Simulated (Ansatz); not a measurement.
# A computed series for HgS: pressure series

Take HgS in the zinc blende structure (space group F-43m, No. 216; a = 5.8759 Å) as the base.

Cell and atoms are relaxed at each pressure.

Level of theory: PBEsol (Ansatz, a quantum-chemistry and plane-wave program), without spin-orbit coupling.

Notes on the quantities. enthalpy: H = E + PV relative to the base's energy.

```tsv
variant	lattice parameter a	enthalpy
base	5.876 Å	–
pressure −2 GPa	5.947 Å	-0.32 eV/atom
pressure −1 GPa	5.910 Å	-0.16 eV/atom
pressure 0.9 GPa	(withheld)	+0.14 eV/atom
pressure 2.1 GPa	5.813 Å	+0.33 eV/atom
pressure 4.5 GPa	5.752 Å	+0.69 eV/atom
pressure 9 GPa	5.659 Å	+1.34 eV/atom
pressure 15 GPa	5.560 Å	+2.17 eV/atom
pressure 22.5 GPa	5.463 Å	+3.14 eV/atom
pressure 30 GPa	5.384 Å	+4.08 eV/atom
```

Fill in the withheld entries from the trend.


- pressure 0.9 GPa, lattice parameter a: 5.848 Å

The mesh was chosen for an insulator and is coarse for the gapless case. Load acts through the strain it causes; cell and atoms are relaxed under it. No phonon test of stability was made. Tetrahedral semiconductors of this kind turn to denser phases somewhere between about 1 and 50 GPa; those were not computed, so compressed cells here can lie past the real transition. All final runs are without spin polarisation.
